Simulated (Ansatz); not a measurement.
(7,1) carbon nanotube.

Levels: PBE (plane waves to 420 eV, PAW; Ansatz, a quantum-chemistry and plane-wave program); r2SCAN (plane waves to 500 eV, PAW; Ansatz). Unmarked values and the geometry are of the first. Mesh 1×1×6. No spin polarisation. One-dimensional cell, images about 11 Å apart. An idealised model, rolled from the flat sheet. Only distortions within the start's symmetry and period were free. Buckling under compression is shut out by symmetry and the short period.

```
Item                                                                                                              Value
---------------------------------------------------------  ------------------------------------------------------------
period along the axis (76 atoms)                                                                               10.741 Å
mean diameter                                                                                                    6.02 Å
energy over the flat sheet                                                                                +227 meV/atom
PBE gap                                                    0.14 eV, indirect, from k = 0.302 × 2π/c to k = 0.458 × 2π/c
valence and conduction edges under the vacuum level (PBE)                                              4.36 and 4.22 eV
r2SCAN gap at this geometry                                                                                     0.16 eV
axial stiffness dF/dε                                                                                            594 nN
```
